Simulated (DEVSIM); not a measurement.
System: abrupt GaSb p-n junction, at 350 K.

| layer (left to right) | material | thickness (μm) | Nd (cm⁻³) | Na (cm⁻³) | τn (s) | τp (s) |
|---|---|---|---|---|---|---|
| 1 | GaSb | 4.80 | - | 1.7e15 | 9e-9 | 9e-9 |
| 2 | GaSb | 0.980 | 1.5e15 | - | 9e-9 | 9e-9 |

Left contact: ohmic. Right contact: ohmic. Voltage is applied to the left contact. Recombination: SRH at mid-gap, radiative, Auger. Mobility is constant in doping.

This is a model device: material constants are rounded textbook-type values typed into the input, and sizes, dopings and lifetimes were drawn at random. Values at 300 K; Nc and Nv go as T^1.5, mobilities as T to minus their exponent, the gap by Varshni's rule with the affinity fixed.

| parameter | GaSb |
|---|---|
| gap (eV) | 0.726 |
| affinity (eV) | 4.06 |
| permittivity | 15.7 |
| Nc (cm⁻³) | 2.1e17 |
| Nv (cm⁻³) | 1.8e19 |
| μn (cm²/Vs) | 5000 |
| μp (cm²/Vs) | 850 |
| T exponent of μn | 2 |
| T exponent of μp | 1.7 |
| B (cm³/s) | 1e-10 |
| Cn (cm⁶/s) | 5e-30 |
| Cp (cm⁶/s) | 5e-30 |
| Varshni α (eV/K) | 0.00042 |
| Varshni β (K) | 140 |

Model (solved in DEVSIM): 1D drift-diffusion, Boltzmann statistics, complete ionisation; no tunnelling, impact ionisation, image-force lowering or self-heating.

The doping Na of layer 1 was swept, all else fixed.

| doping Na of layer 1 (cm^-3) | dark forward voltage at 100 A/cm² (V) | potential step across the device at zero bias (V) | largest field in the device at zero bias (V/cm) |
|---|---|---|---|
| 5.1e13 | [?] | 0.162 | [?] |
| 1.7e14 | 0.361 | 0.195 | 2700 |
| 5.1e14 | 0.338 | 0.228 | 4000 |
| 1.7e15 | 0.331 | 0.264 | 6100 |
| 5.1e15 | 0.325 | 0.298 | 8100 |
| 1.7e16 | 0.312 | 0.334 | 10000 |
| 5.1e16 | 0.301 | 0.367 | 14000 |

Problem. Complete the blanks.

Solution. 
- 5.1e13, dark forward voltage at 100 A/cm² (V): 0.444
- 5.1e13, largest field in the device at zero bias (V/cm): 2100
